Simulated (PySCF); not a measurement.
PySCF 2.14.0, PBE0/def2-svp, df: Mo(O)2(Br)(Me) ([CH3][Mo](=[O])(=[O])[Br]), 8 atoms. The geometry is a generated start, not checked to be a minimum at this level.

```json
{
  "task": "energy",
  "method": "pbe0",
  "basis": "def2-svp",
  "two_electron_scheme": "density fitting",
  "mol.max_memory": "3000 MB",
  "mf.max_cycle": "100",
  "mf.init_guess": "minao (default)",
  "mf.DIIS": "CDIIS (default)",
  "mf.conv_tol": "1e-09 (default)",
  "mf.grids.level": "3 (default)",
  "effective_core_potentials": "those of the basis set, past Kr",
  "basis_functions": "120",
  "grid_points": "114568"
}
```

```xyz
8

Mo     0.7664    -0.7081    -0.3352
O      1.6215     0.1838    -1.3967
O      1.3803    -1.2461     1.0741
Br    -0.6981    -2.2177    -1.3534
C     -0.5653     0.7935     0.4048
H     -0.0896     1.6279     0.9293
H     -1.2802     0.3394     1.1107
H     -1.1351     1.2273    -0.4336
```

Charge 0 and multiplicity 1 are set for this test and not shown to be the ground state.

One run each on 2 threads, 1 BLAS thread. Values of diis_space tried: 3, 5, 8 (default), 12, 20.

**Question.** Predict the course of the Fock builds along this series.

**Answer.** Fewest Fock builds, within one of each other: 8 (default) with 14, 12 with 14, 20 with 14. The count rises to 29 at 3. All converge to one solution.

```tsv
diis_space	Fock builds	end
3	29	same solution
5	18	same solution
8 (default)	14	same solution
12	14	same solution
20	14	same solution
```
